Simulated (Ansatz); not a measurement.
Consider MgO in the rock salt structure (space group Fm-3m, No. 225; a = 4.2142 Å). Axes: x, y, z lie along the cube axes.

Calculations: PBEsol/PAW in Ansatz (a quantum-chemistry and plane-wave program), without spin-orbit coupling.

For the base:

Band gap: 4.62 eV
Gap character: direct at Γ

Perturbation: a pure shear with ε_xy = ε_yx = 0.0374; the atoms relax in the strained cell.

Task: How does this affect the stress?

Result: The stress (xx, yy, zz, yz, xz, xy; compression positive) is (0.67, 0.67, -0.52, 0.00, 0.00, -10.88) GPa.

Task: Predict the new band gap.

Result: The band gap falls by 0.35 eV, from 4.62 eV to 4.27 eV.

Task: What does the calculation give for the energy relative to the base after the change?

Result: The energy goes up by 24 meV/atom.

Task: How does this affect the gap character?

Result: The gap character remains direct at Γ.

Whether these cells are dynamically stable was not tested. k-point labels follow each cell's own Brillouin zone.
